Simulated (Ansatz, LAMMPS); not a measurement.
# Random Si-Ge alloy, 5x5x5 cubic cells, lattice parameter by Vegard's rule

Cell 27.41 × 27.41 × 27.41 Å, Si960Ge40, 1000 atoms. Prepared with LAMMPS with Tersoff's 1989 multicomponent potential (SiCGe.tersoff): minimisation. 

Calculation: PBE, support functions at accuracy medium on the grid of 370 eV (norm-conserving potentials; Ansatz, a first-principles code).

Basis: localised support functions (accuracy medium) on a full density matrix. k-points: zone centre alone; occupations: Fermi-Dirac, 0.020 eV; spin polarisation not allowed. No spin-orbit coupling.

```
Property                                                                                  Result
--------------------------------------------  --------------------------------------------------
energy over the perfect crystal(s), per atom                                          3 meV/atom
Kohn-Sham gap of the cell on its k-mesh                                                  0.60 eV
coordination (neighbours within 2.842 Å)                                          100.0 % 4-fold
Ge-Si bonds, mean ± spread                                                       2.414 ± 0.003 Å
Si-Si bonds, mean ± spread                                                       2.370 ± 0.003 Å
bond angles, mean ± spread                                                         109.5° ± 0.5°
pressure                                                                               -0.23 GPa
cost of the final run                         roughly 60 core-minutes, 16 SCF iterations, 20 GiB
```
